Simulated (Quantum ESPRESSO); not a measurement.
## Cost against accuracy: K_POINTS for ScCu₃Se₃ (R-3, 14 atoms in the cell)

Cell: a = 7.5020 Å, b = 7.5020 Å, c = 7.5020 Å, α = 54.05°, β = 54.05°, γ = 54.05°.

Method: PBEsol, GBRV 1.5 ultrasoft (PBESOL) pseudopotentials (plane waves; Quantum ESPRESSO).

Base settings: ecutwfc = 50 Ry; ecutrho = 400 Ry; occupations = smearing; smearing = gaussian; degauss = 0.0036749 Ry; potentials = {Sc: sc_pbesol_v1.uspp.F.UPF, Cu: cu_pbesol_v1.2.uspp.F.UPF, Se: se_pbesol_v1.uspp.F.UPF}; K_POINTS = automatic 3 3 3 0 0 0; conv_thr = 1e-10 Ry; mixing_beta = 0.4.

Misses are taken against the tightest run, automatic 4 4 4 0 0 0, which need not be fully converged itself. The energy is the free energy per atom.

The count of work is k-points × plane waves × bands × iterations; it is no time, and leaves out set-up, grids and terms that scale otherwise. Core times come from one kind of shared machine and are given to one figure; runs under 30 s give none.

The starting cell comes from a database of computed structures (which also holds hypothetical and non-ambient phases and stackings), without a prior relaxation at this level.

| K_POINTS | energy less reference (meV/atom) | pressure less reference (GPa) | largest difference in the force on any atom (eV/Å) | count of work / reference | core time / reference (rough) |
|---|---|---|---|---|---|
| automatic 1 1 1 0 0 0 | 239.55 | 2.68 | 0.614 | 0.066 | 0.3 |
| automatic 2 2 2 0 0 0 | 16.44 | 0.19 | 0.034 | 0.32 | 0.5 |
| automatic 3 3 3 0 0 0 | 1.72 | 0.01 | 0.005 | 0.40 | 0.9 |
| automatic 4 4 4 0 0 0 | 0.00 | 0.00 | 0.000 | 1.0 | 1 |

Coarsest setting among those run that, with all tighter ones, holds the energy within 10 meV/atom of the reference: automatic 3 3 3 0 0 0, off by 1.7 meV/atom; its saving against the reference is no more than about a factor of 2 in time.
